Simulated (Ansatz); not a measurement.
Consider SnSe$_{2}$ in the CdI2 type structure (space group P-3m1, No. 164; a = 3.840 Å, c = 6.007 Å; layered, stacked along the Cartesian z axis). Axes: x lies along a and z along c of the hexagonal cell.

Level of theory: Ansatz (an electronic-structure program), PBE-D3(BJ), PAW, cutoff 420 eV, without spin-orbit coupling.

Strains are applied to the cell and any free atomic positions relax.

One change was made to it. Results:

The energy increases by 1.1 meV/atom; the smallest direct gap decreases by 0.12 eV to 0.70 eV; the band gap drops by 0.14 eV, from 0.36 eV to 0.22 eV; the pressure (mean of the normal stresses, compression positive) goes from zero to 0.50 GPa.

Question: Which of these changes matches the shifts?
(A) uniaxial strain ε_zz = −2.00 %
(B) uniaxial strain ε_zz = +1.50 %
(C) uniaxial strain ε_zz = +2.50 %
(D) uniaxial strain ε_zz = −3.00 %

Answer: A, uniaxial strain ε_zz = −2.00 %. For comparison, the band gap in the other runs: uniaxial strain ε_zz = −3.00 % gives 0.15 eV; uniaxial strain ε_zz = +1.50 % gives 0.46 eV; uniaxial strain ε_zz = +2.50 % gives 0.53 eV.

No phonon test of stability was made. The zero or small gap of SnSe2 under uniaxial strain ε_zz = −2.00 % and SnSe2 under uniaxial strain ε_zz = −3.00 % can change with the level of theory.
